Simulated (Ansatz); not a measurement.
**Effective masses and thermopower of RuP2 (Pnnm)**

Input:

```
RuP2
1.0
    5.10320     0.00000     0.00000
    0.00000     5.86897     0.00000
    0.00000     0.00000     2.86214
P Ru
4 2
Direct
  0.33753   0.87183   0.50000
  0.66247   0.12817   0.50000
  0.83753   0.62817   0.00000
  0.16247   0.37183   0.00000
  0.50000   0.50000   0.50000
  0.00000   0.00000   0.00000
```

Computed with PBEsol, rigid bands (plane waves, PAW, scalar-relativistic; Ansatz, a first-principles code). Cell: cell and atoms relaxed with PBEsol.

| Item | Result |
|---|---|
| band gap | 0.46 eV |
| electron conductivity mass (300 K, dilute) | 0.44 (x), 1.66 (y), 0.75 (z) mₑ |
| hole conductivity mass (300 K, dilute) | 0.36 (x), 0.24 (y), 0.41 (z) mₑ |
| effective density of states N_c (300 K) | 3.8e19 cm⁻³ |
| effective density of states N_v (300 K) | 2.7e19 cm⁻³ |
| density-of-states mass, electrons | 1.32 mₑ |
| density-of-states mass, holes | 1.04 mₑ |
| Seebeck coefficient, n-type 1e19 cm⁻³, 300 K | -334 μV/K |
| best n-type power factor at 300 K for τ = 10 fs (best axis; densities from 1e16 to 1e21 cm⁻³ tried, whether or not they can be reached) | 12.7 μW/(cm·K²) at 1e20 cm⁻³ |
| Seebeck coefficient, p-type 1e19 cm⁻³, 300 K | 318 μV/K |

Rigid bands; masses and Seebeck coefficients take one relaxation time τ for all states and one kind of carrier; polarons and phonon drag are left out. Spin-orbit coupling is left out; where it splits the top of the valence band, N_v and the p-type Seebeck coefficient come out somewhat high without it.

Formula and space group known from diffraction (Crystallography Open Database), not checked to be the room-temperature form: RuP2 (Pnnm).
